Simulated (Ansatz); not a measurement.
Reference: SiS$_{2}$ (Ibam), PBEsol+D3BJ, rigid bands (plane waves, PAW, scalar-relativistic; Ansatz, a quantum-chemistry and plane-wave program); axes and stresses refer to this cell.

```
CELL_PARAMETERS angstrom
     -2.72283     4.42879     2.74393
      2.72283    -4.42879     2.74393
      2.72283     4.42879    -2.74393
ATOMIC_POSITIONS crystal
  Si 0.75000 0.75000 0.00000
  Si 0.25000 0.25000 0.00000
  S  0.87470 0.77990 0.65460
  S  0.12530 0.22010 0.34540
  S  0.62530 0.27990 0.90520
  S  0.37470 0.72010 0.09480
```

The hole mass along x is 1.01 mₑ and the band gap is 2.40 eV. The hole conductivity mass is 1.46 mₑ.

### Question
Change: functional r2SCAN on the same cell. What happens to hole mass along x, band gap, hole conductivity mass?

### Answer
hole mass along x moves little, to 1.01 mₑ; band gap goes up to 2.88 eV; hole conductivity mass moves little, to 1.47 mₑ.

Masses are for dilute carriers at 300 K, harmonic means over directions unless an axis is named. Spin-orbit coupling is left out unless a row names it. 

Formula and space group known from diffraction (Crystallography Open Database), not checked to be the room-temperature form: SiS2 (Ibam). PBEsol with a dispersion correction tends to overbind, so the cell can be several per cent short, in bad cases over ten, which usually narrows a gap: SiS2 (Ibam).
